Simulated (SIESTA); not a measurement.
## A short convergence ladder for ZnS (F-43m, 2 atoms in the cell)

```
CELL_PARAMETERS angstrom
      0.00000     2.71853     2.71853
      2.71853     0.00000     2.71853
      2.71853     2.71853     0.00000
ATOMIC_POSITIONS crystal
  Zn 0.00000 0.00000 0.00000
  S  0.25000 0.25000 0.25000
```

Base method: GGA PBE, numerical atomic orbitals DZP, PseudoDojo PBE standard norm-conserving potentials (rewritten from UPF to PSML) in SIESTA 5.4.2.

Base settings: XC.functional = GGA; XC.authors = PBE; potentials = PseudoDojo PBE standard; PAO.BasisSize = DZP; PAO.EnergyShift = 0.01 Ry; MeshCutoff = 400 Ry; kgrid.MonkhorstPack = 8 8 8; OccupationFunction = FD; ElectronicTemperature = 0.02 eV; MaxSCFIterations = 150.

**The size of a vacancy's supercell**

On ZnS (F-43m, 4 atoms in the cell), and larger cells.

Steps: 2 x 1 x 1 supercell, one S atom taken out, nothing relaxed; 2 x 2 x 1 supercell, one S atom taken out, nothing relaxed; and so on, with the mesh thinned in proportion.

Only quantities that move along the ladder and can be compared are tabulated.

| atoms | energy of the cell with the vacancy less the whole one (holds the removed atom on the program's zero: only its change counts) (eV) |
|---|---|
| 4 | 303.390 |
| 8 | 303.707 |
| 16 | 303.782 |
| 24 | 303.828 |

State of the energy of the cell with the vacancy less the whole one (holds the removed atom on the program's zero: only its change counts) at the end of the ladder: still drifting one way, by 0.12 eV over the last two steps, so the last step is no safe reference.

On the base run: the starting cell has typed, rounded lattice constants, without a prior relaxation at this level. Its lattice was rescaled by up to half a per cent. Values carry the incompleteness of an atom-centred basis.
